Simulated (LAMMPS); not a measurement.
MD from the melt across the composition of Pd (fcc) with a share x of Pd sites Pt; each row has its own temperature.

Level of theory: classical MD, pair style eam, the elements' _u3.eam files (universal-3 set of Foiles, Baskes and Daw); code LAMMPS.

| x | volume | state | enthalpy | self-diffusion coefficient of Pd (not corrected for cell size) | T (K) |
|---|---|---|---|---|---|
| 0.25 | 17.245 ± 0.002 Å³/atom | liquid | -3.4513 ± 0.0004 eV/atom | (1.07 ± 0.01) × 10^-4 cm²/s | 2630 |
| 0.5 | 17.251 ± 0.002 Å³/atom | liquid | -3.8865 ± 0.0007 eV/atom | (1.00 ± 0.01) × 10^-4 cm²/s | 2710 |
| 0.75 | 17.252 ± 0.001 Å³/atom | liquid | -4.3281 ± 0.0002 eV/atom | (1.02 ± 0.03) × 10^-4 cm²/s | 2780 |

Caution: a run this short can hold a crystal over, or a liquid under, the potential's own melting point, which these runs don't give.

States go by the mean squared displacement: a species diffuses where it passes 1.5 Å², still rises and gives D over 1e-6 cm²/s; a crystal has left its structure where atoms lie 0.35 Å off their sites on average or a cubic box changes its shape by 3 %, or the axial ratios of another lie 8 % off the starting cell's, which the potential's own relaxation can also do.

Errors of D are the spread over four groups of atoms in one short run; a floor of about 5 %, a picked value, is safer.

Uncertainties are statistical and leave out the potential's own error.
